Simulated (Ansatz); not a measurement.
Consider SnTe in the rock salt structure (space group Fm-3m, No. 225; a = 6.3697 Å). Axes: x, y, z lie along the cube axes.

Calculations: DFT with r2SCAN, PAW potentials and a 500 eV plane-wave cutoff in Ansatz (an electronic-structure program), no spin-orbit coupling.

Modification: uniaxial strain ε_zz = +3.00 %, all other strain components held at zero; the atoms relax in the strained cell.

Predict the stress tensor and what it implies for the stiffness.

Stress of the strained cell less that of the base (GPa, compression positive):
```
  -0.11    0.00    0.00
   0.00   -0.11    0.00
   0.00    0.00   -3.13
```

Then −Δσ_ii/ε with ε = 0.0300 gives secant stiffness values (nonlinear terms included at this strain): C33 ≈ 104 GPa.

As a check, the harmonic strain energy −½ V₀ Δσ:ε is 9.5 meV/atom; the computed energy rise is 10 meV/atom.

No phonon test of stability was made.
